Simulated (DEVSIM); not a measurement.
System: n-channel Si planar bulk MOSFET with Al2O3, at 250 K.

* **Gate length**: 65 nm
* **Source drain length**: 52 nm
* **Dielectric thickness**: 3 nm
* **Lateral straggle**: 4.3 nm
* **Underlap**: 0 nm
* **Junction depth**: 20.4 nm
* **Substrate depth**: 228 nm
* **Gate work function**: 4.06 eV
* **Source and drain doping**: 7.6e19 cm⁻³, Gaussian tails under the gate
* **Body doping**: 1e18 cm⁻³
* **Lifetime**: 3e-8 s
* **Supply**: 1.5 V

All mobilities are scaled by 0.2; velocity saturation, μ/(1 + (μE/vsat)^b)^(1/b) with b = 2 for electrons and 1 for holes and E the electric field along each mesh edge, is on. Mobility is μmin + (μ − μmin)/(1 + (N/Nref)^α).

Constants are typed, rounded textbook-type inputs, not results; the design itself was drawn at random and stands for no fabricated device. Values at 300 K; Nc and Nv go as T^1.5, mobilities as T to minus their exponent, the gap by Varshni's rule with the affinity fixed.

Si: gap (eV) 1.124, affinity (eV) 4.05, permittivity 11.7, Nc (cm⁻³) 2.86e19, Nv (cm⁻³) 3.1e19, μn (cm²/Vs) 1417, μp (cm²/Vs) 470, μn,min 52, μp,min 45, Nref,n 9.7e16, Nref,p 2.2e17, αn 0.68, αp 0.72, T exponent of μn 2.3, T exponent of μp 2.2, vsat,n (cm/s) 1e7, vsat,p (cm/s) 8.4e6, Varshni α (eV/K) 0.000473, Varshni β (K) 636. Al2O3: gap (eV) 6.8, affinity (eV) 1.35, permittivity 9.

Model (solved in DEVSIM): 2D drift-diffusion, Boltzmann statistics, complete ionisation; no quantum confinement, tunnelling, impact ionisation, self-heating, contact resistance or fringe fields beside the gate. Metal contacts follow the ideal Schottky-Mott rule: no Fermi-level pinning, no interface dipoles.

Transfer curves, |Id| in μA/μm:

```
Vg (V)  Vd = 0.05 V  Vd = 1.5 V
------  -----------  ----------
-0.375     7.040e-9    9.072e-8
-0.3       1.226e-7    1.524e-6
-0.225     2.166e-6    2.595e-5
-0.15      3.822e-5   0.0004437
-0.075    0.0006688    0.007501
0           0.01147      0.1214
0.075        0.1832       1.594
0.15          1.991       10.67
0.225         8.247       33.36
0.3           15.98       68.19
0.375         22.71       112.2
0.45          28.33       163.2
0.525         33.09       219.7
0.6           37.19       280.7
0.675         40.77       345.4
0.75          43.95       413.1
0.825         46.78       483.4
0.9           49.35       555.9
0.975         51.68       630.2
1.05          53.81       706.0
1.125         55.77       783.0
1.2           57.58       860.9
1.275         59.26       939.3
1.35          60.83        1018
1.425         62.29        1096
1.5           63.67        1173
```

**Question.** Work out the subthreshold swing at low drain bias from the rows at -0.3 and -0.225 V, and compare it with the thermal limit.

**Answer.** log10(2.166e-6/1.226e-7) = 1.247 over 75.0 mV, so S = 60.1 mV/decade. The limit kT/q ln 10 is 49.6 mV/decade; the ratio is 1.21. This is the steepest step of the table.

**Question.** Find both thresholds at the constant current 0.1 μA × (1 μm/L) a micrometre, and the DIBL.

**Answer.** The current is 1.54 μA/μm. Interpolating ln Id gives 0.142 V and 0.074 V; their difference over the 1.45 V of drain bias is 47 mV/V.

Source and drain are degenerate, where Boltzmann statistics are only rough. The electric field that drives the saturation includes the junctions' built-in field, which lowers the mobility there even at small currents: subthreshold currents come out too low, a known weakness of this choice.
